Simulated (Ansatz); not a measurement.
Here is the system:

```xyz
14
Lattice="7.5998 0.0000 0.0000 -3.7999 6.5816 0.0000 0.0000 0.0000 2.9602" Properties=species:S:1:pos:R:3 pbc="T T T"
Si    -1.3785     5.4379     2.2202
Si     5.1784     1.1436     0.7401
Si     2.2011     1.5252     0.7401
Si     1.5988     5.0564     2.2202
Si    -0.2203     2.6688     2.2202
Si     4.0202     3.9128     0.7401
N      0.0000     4.3877     2.2202
N      3.7999     2.1939     0.7401
N      4.8158     4.4094     2.2202
N     -1.0159     2.1722     0.7401
N     -1.4108     6.3753     0.7401
N      5.2106     0.2063     2.2202
N      1.3732     1.9659     2.2202
N      2.4266     4.6157     0.7401
```

No spin polarisation.

Level of theory: PBEsol in Ansatz (plane waves to 420 eV, PAW, no SOC). Γ-centred 4×4×9 mesh, Fermi–Dirac width 0.05 eV.

What gap character does the calculation give?

Indirect, Γ–A (33 % along) → Γ.

What is the computed smallest direct gap?

4.15 eV.

Predict the electron mass.

0.22 mₑ along z, 1.4 mₑ across (at Γ).

Predict the space group.

P6_3/m (No. 176).

Load acts through the strain it causes; cell and atoms are relaxed under it. Masses are band curvatures over ±0.01 Å⁻¹ around the edge. Beyond what the load breaks, stability against distortions was not tested. The cell was made from Si3N4 (space group P6_3/m, No. 176) by this change: uniaxial stress, 8 GPa tension along z.

Ansatz is an electronic-structure program.
